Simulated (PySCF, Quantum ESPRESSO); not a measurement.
A Quantum ESPRESSO input for a self-consistent single point of BAs (F-43m, 2 atoms in the cell) (DFT, PBEsol, plane waves, SSSP 1.1.2 precision (PBE) pseudopotentials):

```fortran
&control
   calculation = 'scf',
   prefix = 'bas',
   outdir = './work',
   pseudo_dir = './',
   tprnfor = .true.,
   tstress = .true.,
/
&system
   ibrav = 0,
   nat = 2,
   ntyp = 2,
   ecutwfc = 50,
   ecutrho = 400,
   occupations = 'smearing',
   smearing = 'fd',
   degauss = 0.0036749,
   input_dft = 'pbesol',
/
&electrons
   conv_thr = 1.0d-10,
   mixing_beta = 0.4,
/
ATOMIC_SPECIES
B     10.8100  B_pbe_v1.01.uspp.F.UPF
As    74.9216  As.pbe-n-rrkjus_psl.0.2.UPF
ATOMIC_POSITIONS crystal
B     0.00000000    0.00000000    0.00000000
As    0.25000000    0.25000000    0.25000000
K_POINTS automatic
8 8 8  0 0 0
CELL_PARAMETERS bohr
   0.00000000     4.51644544     4.51644544
   4.51644544     0.00000000     4.51644544
   4.51644544     4.51644544     0.00000000
```

### Question
Give the PySCF input for the same structure, mesh, smearing and functional.

### Answer
This is the input that was run; spellings and numerical settings could be chosen otherwise.

```python
import numpy as np
from pyscf.pbc import gto, scf, dft

cell = gto.Cell()
cell.a = np.array([[0, 4.51644544, 4.51644544],
              [4.51644544, 0, 4.51644544],
              [4.51644544, 4.51644544, 0]])
cell.atom = '''
B               0              0              0
As     2.25822272     2.25822272     2.25822272
'''
cell.unit = 'Bohr'
cell.basis = 'gth-dzvp-molopt-sr'
cell.pseudo = 'gth-pbe'
cell.ke_cutoff = 60
cell.precision = 1e-06
cell.max_memory = 2000
cell.verbose = 4
cell.build()

kpts = cell.make_kpts([8, 8, 8])
kmf = dft.KRKS(cell, kpts).multigrid_numint()
kmf.xc = 'PBESOL'
kmf.conv_tol = 1e-08
kmf.max_cycle = 60
kmf.diis_start_cycle = 5
kmf.damp = 0.5
kmf = scf.addons.smearing_(kmf, sigma=0.00183747, method='fermi')
kmf.kernel()

res = dict(e_tot=kmf.e_tot, converged=kmf.converged, nao=cell.nao, mesh=cell.mesh, nelectron=cell.nelectron)
res.update(e_free=kmf.e_free, e_zero=kmf.e_zero)
np.savez('results.npz', **res)
eps, occ = np.array(kmf.mo_energy), np.array(kmf.mo_occ)
nk = len(kmf.kpts)
res.update(mo_energy=eps, mo_occ=occ)
print('electrons per cell = %.6f' % (occ.sum() / nk))
full = 1.0
print('highest filled level = %.6f Ha, lowest empty level = %.6f Ha' % (eps[occ > full].max(), eps[occ <= full].min()))
np.savez('results.npz', **res)
```

Basis settings and potentials, where a program has them, do not carry over. This input uses DFT PBESOL, Gaussian basis gth-dzvp-molopt-sr, GTH pseudopotentials gth-pbe, FFT density fitting with multigrid. Both were run: gap on the mesh 1.069 eV in Quantum ESPRESSO and 1.107 in PySCF.

On Quantum ESPRESSO: the starting cell has typed, rounded lattice constants, without a prior relaxation at this level.

On PySCF: the starting cell has typed, rounded lattice constants, without a prior relaxation at this level. Values carry the incompleteness of an atom-centred basis.
